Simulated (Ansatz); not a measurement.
# Fluorite HfO2 (high-temperature phase)

Method: HSE06 (PAW; Ansatz, a program for electronic structure).

Numerical settings: plane-wave cutoff 500 eV, 8×8×8 k mesh, gaussian smearing 0.02 eV, scalar-relativistic PAW data made under PBE.

Cell (relaxed at this level):

Space group Fm-3m (No. 225); a = b = c = 5.0559 Å, α = β = γ = 90.00°

```tsv
atom	site	symmetry	x	y	z
Hf	4a	m-3m	0.0000	0.0000	0.0000
O	8c	-43m	0.2500	0.2500	0.2500
```
(The calculation used a cell of 3 atoms; values per cell refer to that cell.)

```
Item                            Value
--------  ---------------------------
band gap  5.41 eV (on the SCF k mesh)
```

Note: symmetry holds this phase in the static calculation, where it need not be a minimum; held by symmetry at 0 K, a high-temperature phase can be a saddle point.

Spin–orbit coupling is not included.

It cost around 10 core-minutes (rough) of CPU time.
